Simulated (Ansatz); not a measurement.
We consider CsCl-type PdIn, described by LDA (Ansatz, a program for electronic structure, plane waves, PAW).

Settings: plane-wave cutoff 520 eV, 18×18×18 k mesh, Fermi–Dirac smearing 0.05 eV, scalar-relativistic PAW data made under PBE.

Cell (relaxed at this level):

```
CELL_PARAMETERS angstrom
      3.21444     0.00000     0.00000
      0.00000     3.21444     0.00000
      0.00000     0.00000     3.21444
ATOMIC_POSITIONS crystal
  In 0.50000 0.50000 0.50000
  Pd 0.00000 0.00000 0.00000
```

Estimate the bulk modulus B0 and pressure derivative B′ of the bulk modulus that the calculation returns.


bulk modulus B0: 150 GPa
pressure derivative B′ of the bulk modulus: 5.8

The run finds no gap.

Spin–orbit coupling is not included.

Static lattice: no zero-point or thermal effects.

Cost on a shared machine: about 80 core-seconds (a rough figure).
